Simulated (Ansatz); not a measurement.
Defect migration in fcc Cu: Ru-vacancy pair (Ru on one host Cu site, one Cu site vacant), neutral cell. The step: Ru and the vacancy change places (Ru-vacancy distance between ideal sites 2.57 Å throughout); the atom moves 2.46 Å along (0.00, 0.48, 0.48) of the unit cell; the moving atom starts with neighbours 4 Cu at 2.56, 2 Cu at 2.58, Cu at 2.60, 4 Cu at 2.61 Å and ends with 4 Cu at 2.56, 2 Cu at 2.58, Cu at 2.60, 4 Cu at 2.61 Å. DFT values are from Ansatz (plane-wave PAW, 420 eV unless said) in a cell of 32 host sites, spin-restricted, static, with no finite-size correction. Forms of the defect that were not tried may lie lower. The start lies 0.11 eV above the lowest site run (PBE). For the PBE band: the saddle point's order was not checked, and it lies on a symmetry element of the cell, where a band can be held.

```json
[
 {"Level": "CHGNet universal potential (has no charge state), its own band", "Forward barrier (eV)": "0.76", "Cost of the band or of the saddle's single point": "-"},
 {"Level": "PBE, a 2×2×2 k-point mesh shifted by half a step, band relaxed", "Forward barrier (eV)": "1.06", "Cost of the band or of the saddle's single point": "about 28 core-minutes (a rough figure)"},
 {"Level": "PBE, a 4×4×4 k-point mesh shifted by half a step, same geometries", "Forward barrier (eV)": "1.09", "Cost of the band or of the saddle's single point": "very roughly 10 core-minutes"},
 {"Level": "r2SCAN at 500 eV, a 2×2×2 k-point mesh shifted by half a step, same geometries", "Forward barrier (eV)": "1.10", "Cost of the band or of the saddle's single point": "about 4 core-minutes (a rough figure)"}
]
```

Ansatz is an electronic-structure program.
